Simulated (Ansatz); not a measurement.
# Se under a change: pressure 15 GPa

Consider Se (space group P3_121, No. 152; a = 4.507 Å, c = 4.989 Å; made of chains).

It is then changed as follows: cell and atoms relaxed at a pressure of 15 GPa.

The values are results of r2SCAN/PAW in Ansatz (a quantum-chemistry and plane-wave program), no spin-orbit coupling, earlier PAW set, not measurements. Γ-centred 9×9×7 mesh, Fermi–Dirac width 0.05 eV.

| quantity | base | changed | shift |
|---|---|---|---|
| volume per atom | 29.25 Å³ | 19.82 Å³ | -9.43 Å³ |
| density | 4.48 g/cm³ | 6.61 g/cm³ | +2.13 g/cm³ |
| lattice parameter a | 4.507 Å | 3.665 Å | -0.842 Å |
| c/a ratio | 1.107 | 1.395 | +0.288 |
| shortest interatomic distance | 2.373 Å | 2.422 Å | +0.049 Å |
| band gap (uncertain: the Fermi level lies in a band; the changed cell) | 1.33 eV | 0.13 eV | -1.20 eV |

Final structure:

```
Se
1.0
    3.66474     0.00000     0.00000
   -1.83237     3.17375     0.00000
    0.00000     0.00000     5.11249
Se
3
Cartesian
  0.99366   0.00000   4.26041
 -0.49683   0.86054   0.85208
  1.33554   2.31322   2.55625
```

From pressure 15 GPa on, the axis ratios lie over 15 % from the base's, so the cell there is far from its starting form. Load acts through the strain it causes; cell and atoms are relaxed under it. Whether these cells are dynamically stable was not tested. No other phases were tried under pressure. No dispersion term is included, though the crystal is made of layers, chains or molecules, so its spacings can come out too wide. A zero or small gap of Se under pressure 15 GPa can be the functional's error rather than a property of the material.
